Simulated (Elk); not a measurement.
Input and output of a self-consistent single point for PdIn (P1, 2 atoms in the cell) (Elk).

Method of the run: PBE, all-electron FP-LAPW, Elk's shipped species files, LAPW+lo basis in Elk.

The change in words: lattice scaled by 0.98. Reference geometry:
```
CELL_PARAMETERS angstrom
      3.25000     0.00000     0.00000
      0.00000     3.25000     0.00000
      0.00000     0.00000     3.25000
ATOMIC_POSITIONS crystal
  In 0.50130 0.49836 0.49347
  Pd 0.99870 0.00164 0.00653
```

Reference input (self-consistent single point, DFT, PBE, all-electron FP-LAPW, Elk's shipped species files, LAPW+lo basis): xctype = 20; rgkmax = 7.5; stype = 0; swidth = 0.00499791 Ha; ngridk = 8 8 8; gmaxvr = 14 1/bohr; nxoapwlo = 1; rmtscf = 0.95. This run's input differs from it in these lines:

```diff
@@ -25,5 +25,5 @@
 avec
-    6.1416099050    0.0000000000    0.0000000000
-    0.0000000000    6.1416099050    0.0000000000
-    0.0000000000    0.0000000000    6.1416099050
+    6.0187777069    0.0000000000    0.0000000000
+    0.0000000000    6.0187777069    0.0000000000
+    0.0000000000    0.0000000000    6.0187777069
```

The program printed (abridged):

```
│ Self-consistent loop started │
│ Loop number : 1 │
 total energy                :     -10922.2746766
│ Loop number : 2 │
 total energy                :     -10922.9593144
RMS change in Kohn-Sham potential (target) :   0.3388414933     (  0.1000000000E-05)
Absolute change in total energy (target)   :   0.6846378063     (  0.1000000000E-03)
│ Loop number : 3 │
 total energy                :     -10926.4101668
RMS change in Kohn-Sham potential (target) :   0.2558107975     (  0.1000000000E-05)
Absolute change in total energy (target)   :    3.622011787     (  0.1000000000E-03)
│ Loop number : 4 │
   [... lines left out ...]
Absolute change in total energy (target)   :   0.6389297159E-03 (  0.1000000000E-03)
│ Loop number : 14 │
 total energy                :     -10930.5214016
RMS change in Kohn-Sham potential (target) :   0.1578182290E-05 (  0.1000000000E-05)
Absolute change in total energy (target)   :   0.1199734706E-03 (  0.1000000000E-03)
│ Loop number : 15 │
 total energy                :     -10930.5213587
RMS change in Kohn-Sham potential (target) :   0.4540172880E-06 (  0.1000000000E-05)
Absolute change in total energy (target)   :   0.1286934821E-04 (  0.1000000000E-03)
Convergence targets achieved

│ Loop number : 16 │

Energies :
 Fermi                       :     0.372491443443
 total energy                :     -10930.5213463

Density of states at Fermi energy :    30.66827293
 (states/Hartree/unit cell)

Estimated indirect band gap :   0.1374943736E-01
 from k-point    379 to k-point    277
Estimated direct band gap   :   0.7605659417E-01
 at k-point    277

Charges :
 core                        :    58.00000000
 valence                     :    37.00000000
 interstitial                :    2.883459186
 muffin-tins (core leakage)
  species :    1 (In)
   atom    1                 :    47.19509086     (  0.2730800743E-03)
  species :    2 (Pd)
   atom    1                 :    44.92144996     (  0.1367455837E-07)
 total in muffin-tins        :    92.11654081
 total calculated charge     :    95.00778435
 total charge                :    95.00000000
 error                       :   0.7784348343E-02

│ Self-consistent loop stopped │
```

The run converged in 16 iterations. The count includes the last loop, which Elk runs after its targets are met. Against the reference run the total energy rises by 70.2 meV/atom.

The starting cell has typed, rounded lattice constants, without a prior relaxation at this level. Its atoms were displaced at random from the sites of space group no. 221. For this run, on top of that: lattice scaled by 0.98. Spin polarisation is off. Values depend on the basis (sphere radii, cutoffs, local orbitals), which need not be converged. The log's line on a gap gives a spacing of levels on this mesh, which the program prints for metals too.

Cost on one core of a shared machine: roughly 2 min.
